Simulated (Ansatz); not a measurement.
InSb, pressure series

The reference is InSb in the zinc blende structure (space group F-43m, No. 216; a = 6.556 Å).

Cell and atoms are relaxed at each pressure.

The values are results of DFT with r2SCAN, PAW potentials and a 500 eV plane-wave cutoff in Ansatz (a first-principles code), no SOC, not measurements.

Candidates:
(a) pressure 7 GPa
(b) pressure 30 GPa
(c) pressure 100 GPa

Before the change:

* **Band gap**: zero

**Question.** Order them by band gap, highest first.

**Answer.** (b) pressure 30 GPa (0.89 eV), (a) pressure 7 GPa (0.77 eV), (c) pressure 100 GPa (zero)

Spin-orbit coupling, missing from the scalar runs, can matter with Sb. Load acts through the strain it causes; cell and atoms are relaxed under it. Stability against distortions was not tested. Tetrahedral semiconductors of this kind turn to denser phases somewhere between about 1 and 50 GPa; those were not computed, so compressed cells here can lie past the real transition. All final runs are without spin polarisation. Gaps under 0.05 eV, about the width of the smearing, are given as zero. A zero or small gap of InSb can be the functional's error rather than a property of the material.
